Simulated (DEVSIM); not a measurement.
Structure: abrupt Ge n-p junction, at 300 K.

Layer 1 from the left is Ge, thickness (μm) 18.0, Nd (cm⁻³) 7.3e17, τn (s) 1.4e-5, τp (s) 1.4e-5. Layer 2 from the left is Ge, thickness (μm) 1.90, Na (cm⁻³) 1.9e14, τn (s) 1.4e-5, τp (s) 1.4e-5.

Left contact: ohmic. Right contact: ohmic. Voltage is applied to the left contact. Recombination: SRH at mid-gap, Auger. Mobility is μmin + (μ − μmin)/(1 + (N/Nref)^α).

The device is made up for the run: typed textbook-type constants, with dimensions and the other settings drawn at random. Values at 300 K.

Ge: gap (eV) 0.664, affinity (eV) 4, permittivity 16, Nc (cm⁻³) 1.04e19, Nv (cm⁻³) 6e18, μn (cm²/Vs) 3900, μp (cm²/Vs) 1900, μn,min 150, μp,min 100, Nref,n 2.6e17, Nref,p 4e17, αn 0.56, αp 0.6, Cn (cm⁶/s) 1e-31, Cp (cm⁶/s) 1e-31.

Model (solved in DEVSIM): 1D drift-diffusion, Boltzmann statistics, complete ionisation; no tunnelling, impact ionisation, image-force lowering or self-heating.

Question: What does the simulation give for the potential step across the device at zero bias, the largest field in the device at zero bias, the dark forward voltage at 100 A/cm²?

Answer: potential step across the device at zero bias 0.328 V; largest field in the device at zero bias 40000 V/cm; dark forward voltage at 100 A/cm² 0.186 V.
